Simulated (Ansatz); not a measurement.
We consider Ag (P6₃/mmc, No. 194, 2 atoms in the cell; start mp-10597; another form than the element's usual one), described by r²SCAN (PAW; Ansatz, a first-principles code).

Settings: plane-wave cutoff 560 eV, 24×24×12 k mesh (along the axes of the cell as run), Fermi–Dirac smearing 0.05 eV, no spin polarisation, scalar-relativistic PAW data made under PBE.

Cell (relaxed at this level):

```xyz
2
Lattice="2.8991 0.0000 0.0000 -1.4495 2.5107 0.0000 0.0000 0.0000 4.7593" Properties=species:S:1:pos:R:3 pbc="T T T"
Ag     0.0000     1.6738     1.1898
Ag     1.4495     0.8369     3.5695
```

What does this level give for the bulk modulus?


* **bulk modulus**: 103 GPa

The run finds no gap.

Note: the bulk modulus is −V dP/dV from two relaxed cells at ±2 % in volume; the relaxation could not lower the start's symmetry, so the cell can be a saddle point above a distorted one.

Computed values are for the static lattice.

Cost on a shared machine: about 80 core-seconds (a rough figure).

A start named mp-… is a Materials Project structure, which need not be a measured phase.
